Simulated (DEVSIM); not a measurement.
Device: illuminated Si p-on-n cell, one wavelength, with a back-surface field, at 300 K.

| layer (left to right) | material | thickness (μm) | Nd (cm⁻³) | Na (cm⁻³) | τn (s) | τp (s) | absorption coefficient (cm⁻¹) |
|---|---|---|---|---|---|---|---|
| 1 | Si | 0.200 | - | 1.3e18 | 3.9e-6 | 3.5e-7 | 8800 |
| 2 | Si | 27.0 | 2.1e15 | - | 8.6e-6 | 8.6e-6 | 8800 |
| 3 | Si | 0.530 | 1e18 | - | 8.6e-6 | 8.6e-6 | 8800 |

Left contact: ohmic, minority electron recombination velocity 1e5 cm/s. Right contact: ohmic, minority hole recombination velocity 2e5 cm/s. Voltage is applied to the left contact. Recombination: SRH at mid-gap, radiative, Auger. Light enters at the left, 1.2e17 photons cm⁻² s⁻¹, one pass, no reflection. Mobility is μmin + (μ − μmin)/(1 + (N/Nref)^α).

Constants are typed, rounded textbook-type inputs, not results; the design itself was drawn at random and stands for no fabricated device. Values at 300 K.

| parameter | Si |
|---|---|
| gap (eV) | 1.124 |
| affinity (eV) | 4.05 |
| permittivity | 11.7 |
| Nc (cm⁻³) | 2.86e19 |
| Nv (cm⁻³) | 3.1e19 |
| μn (cm²/Vs) | 1417 |
| μp (cm²/Vs) | 470 |
| μn,min | 52 |
| μp,min | 45 |
| Nref,n | 9.7e16 |
| Nref,p | 2.2e17 |
| αn | 0.68 |
| αp | 0.72 |
| B (cm³/s) | 4.7e-15 |
| Cn (cm⁶/s) | 2.8e-31 |
| Cp (cm⁶/s) | 9.9e-32 |

Simulated with DEVSIM: 1D drift-diffusion, Boltzmann statistics, complete ionisation; no tunnelling, impact ionisation, image-force lowering or self-heating.

The photon flux was swept, all else fixed.

```json
[
 {"photon flux (cm^-2 s^-1)": "3.6e15", "open-circuit voltage (V)": "0.480", "largest power (mW/cm²)": "0.215", "fill factor": "0.79", "short-circuit current (mA/cm²)": "0.565"},
 {"photon flux (cm^-2 s^-1)": "1.2e16", "open-circuit voltage (V)": "0.512", "largest power (mW/cm²)": "0.776", "fill factor": "0.80", "short-circuit current (mA/cm²)": "1.88"},
 {"photon flux (cm^-2 s^-1)": "3.6e16", "open-circuit voltage (V)": "0.541", "largest power (mW/cm²)": "2.48", "fill factor": "0.81", "short-circuit current (mA/cm²)": "5.65"},
 {"photon flux (cm^-2 s^-1)": "1.2e17", "open-circuit voltage (V)": "0.574", "largest power (mW/cm²)": "8.84", "fill factor": "0.82", "short-circuit current (mA/cm²)": "18.8"},
 {"photon flux (cm^-2 s^-1)": "3.6e17", "open-circuit voltage (V)": "0.606", "largest power (mW/cm²)": "28.0", "fill factor": "0.82", "short-circuit current (mA/cm²)": "56.5"},
 {"photon flux (cm^-2 s^-1)": "1.2e18", "open-circuit voltage (V)": "0.642", "largest power (mW/cm²)": "99.2", "fill factor": "0.82", "short-circuit current (mA/cm²)": "188"},
 {"photon flux (cm^-2 s^-1)": "3.6e18", "open-circuit voltage (V)": "0.675", "largest power (mW/cm²)": "313", "fill factor": "0.82", "short-circuit current (mA/cm²)": "565"}
]
```

From the first row to the last the open-circuit voltage goes from 0.480 to 0.675. From the first row to the last the largest power goes from 0.215 to 313.
